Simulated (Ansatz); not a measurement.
## Pressure series in LuAlO3

The reference is LuAlO$_{3}$ (space group P6_3/mmc, No. 194; a = 3.366 Å, c = 11.473 Å; a cell from a computed database, its experimental status unchecked).

Cell and atoms are relaxed at each pressure.

All numbers come from Kohn–Sham DFT with the PBEsol functional, run in Ansatz (a program for electronic structure) with PAW and 420 eV plane waves, without spin-orbit coupling.

```
pressure (GPa)  volume per atom (Å³/atom)
--------------  -------------------------
-1                                 11.317
0                                  11.258
0.3                                11.241
0.7                                11.217
1.5                                11.172
3                                  11.089
5                                       ?
7.5                                10.858
10                                 10.739
```

Task: Fit the third-order Birch–Murnaghan form P(V) = (3B₀/2)[(V₀/V)^(7/3) − (V₀/V)^(5/3)]·[1 + (3/4)(B₀′ − 4)((V₀/V)^(2/3) − 1)] (squares taken in P) to the rows shown and predict the withheld row.

Result: Least squares on the printed values gives V₀ = 11.258 Å³/atom, B₀ = 193 GPa, B₀′ = 4.0; this predicts 10.983 Å³/atom, and the run gives 10.983 Å³/atom, in agreement.

Load acts through the strain it causes; cell and atoms are relaxed under it. No phonon test of stability was made. Competing high-pressure phases were not computed.
